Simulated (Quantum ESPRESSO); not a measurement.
Worked example: self-consistent single point of HfTeS (P3m1, 3 atoms in the cell) in Quantum ESPRESSO.

Level of theory: PBEsol, GBRV 1.5 ultrasoft (PBESOL) pseudopotentials (plane waves; Quantum ESPRESSO 7.5).

The change in words: lattice scaled by 0.98. Reference geometry:
```
CELL_PARAMETERS angstrom
      3.81538     0.00000     0.00000
     -1.90769     3.30422     0.00000
      0.00000     0.00000     6.60612
ATOMIC_POSITIONS crystal
  Hf 0.33333 0.66667 0.02986
  Te 0.00000 0.00000 0.74743
  S  0.66667 0.33333 0.22271
```

Reference input (self-consistent single point, DFT, PBEsol, plane waves, GBRV 1.5 ultrasoft (PBESOL) pseudopotentials): ecutwfc = 40 Ry; ecutrho = 320 Ry; occupations = smearing; smearing = gaussian; degauss = 0.0099958 Ry; potentials = {Hf: hf_pbesol_v1.uspp.F.UPF, Te: te_pbesol_v1.uspp.F.UPF, S: s_pbesol_v1.4.uspp.F.UPF}; K_POINTS = automatic 8 8 4 0 0 0; conv_thr = 1e-11 Ry; mixing_beta = 0.3. This run's input differs from it in these lines:

```diff
@@ -11,4 +11,4 @@
  ibrav = 4,
- celldm(1) = 7.2100232558,
- celldm(3) = 1.731444837759,
+ celldm(1) = 7.0658227619,
+ celldm(3) = 1.731444951798,
  nat = 3,
```

Output (repeated stretches shortened):

```
     Self-consistent Calculation

     iteration #  1     ecut=    40.00 Ry     beta= 0.30

---- Real-time Memory Report at c_bands before calling an iterative solver
           370 MiB given to the printing process from OS
            65 MiB allocation reported by mallinfo(arena+hblkhd)
------------------

     negative rho (up, down):  1.124E-01 0.000E+00

     total energy              =    -209.28829590 Ry
     estimated scf accuracy    <       1.05788986 Ry

     iteration #  2     ecut=    40.00 Ry     beta= 0.30

---- Real-time Memory Report at c_bands before calling an iterative solver
   [... lines left out ...]
           399 MiB given to the printing process from OS
            94 MiB allocation reported by mallinfo(arena+hblkhd)
------------------

     negative rho (up, down):  1.118E-01 0.000E+00

     total energy              =    -209.24103477 Ry
     estimated scf accuracy    <          1.7E-11 Ry

     iteration # 16     ecut=    40.00 Ry     beta= 0.30

---- Real-time Memory Report at c_bands before calling an iterative solver
           399 MiB given to the printing process from OS
            94 MiB allocation reported by mallinfo(arena+hblkhd)
------------------

     negative rho (up, down):  1.118E-01 0.000E+00
     End of self-consistent calculation

     the Fermi energy is     8.2377 ev

!    total energy              =    -209.24103477 Ry
     estimated scf accuracy    <          2.3E-12 Ry
     smearing contrib. (-TS)   =      -0.00050698 Ry
     internal energy E=F+TS    =    -209.24052780 Ry

     convergence has been achieved in  16 iterations

     negative rho (up, down):  1.118E-01 0.000E+00

     Forces acting on atoms (cartesian axes, Ry/au):

     atom    1 type  1   force =     0.00000000    0.00000000    0.00957547
     atom    2 type  2   force =     0.00000000    0.00000000   -0.03264444
     atom    3 type  3   force =     0.00000000   -0.00000000    0.02306897

     Total force =     0.041104     Total SCF correction =     0.000003

     negative rho (up, down):  1.118E-01 0.000E+00
          total   stress  (Ry/bohr**3)                   (kbar)     P=       26.76
   0.00013554   0.00000000   0.00000000           19.94        0.00        0.00
   0.00000000   0.00013554   0.00000000            0.00       19.94        0.00
   0.00000000   0.00000000   0.00027465            0.00        0.00       40.40

   JOB DONE.
```

The run converged in 16 iterations. Against the reference run the free energy goes up by 3.7 meV/atom, the pressure goes from -2.12 to 2.68 GPa and the largest force goes from 0.120 to 0.839 eV/Å.

The starting cell comes from a database of computed structures (which also holds hypothetical and non-ambient phases and stackings), without a prior relaxation at this level. For this run, on top of that: lattice scaled by 0.98.

Cost on one core of a shared machine: roughly 40 s.
